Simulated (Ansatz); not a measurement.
The parent structure is Ag in the fcc (Cu type) structure (space group Fm-3m, No. 225; relaxed with 0.1 eV smearing).

Ag is taken in the cubic space group Fm-3m (No. 225), the fcc (Cu type) structure, Pearson symbol cF4. Conventional cell: a = b = c = 4.001 Å, α = β = γ = 90.00°. Ag on 4a is coordinated by 12 Ag at 2.829 Å (cuboctahedral). (Neighbours: up to the widest gap in distance over summed covalent radii, below 1.35, at either atom.)
(The calculation used a cell of 1 atom; values per cell refer to that cell.)

The values are results of LDA (Ansatz, a first-principles code, PAW, spin-orbit coupling left out), not measurements.

Strains are applied to the cell and any free atomic positions relax.

One change was made to it. Results:

The pressure goes from zero to 13.1 GPa; the energy grows by 44 meV/atom.

Question: Which change produced these results?
(A) isotropic strain −0.50 %
(B) isotropic strain +2.50 %
(C) isotropic strain −2.50 %
(D) isotropic strain +3.00 %

Answer: C, isotropic strain −2.50 %. For comparison, the energy relative to the base in the other runs: isotropic strain +2.50 % gives +35 meV/atom; isotropic strain +3.00 % gives +49 meV/atom; isotropic strain −0.50 % gives +1.6 meV/atom.

Whether these cells are dynamically stable was not tested.
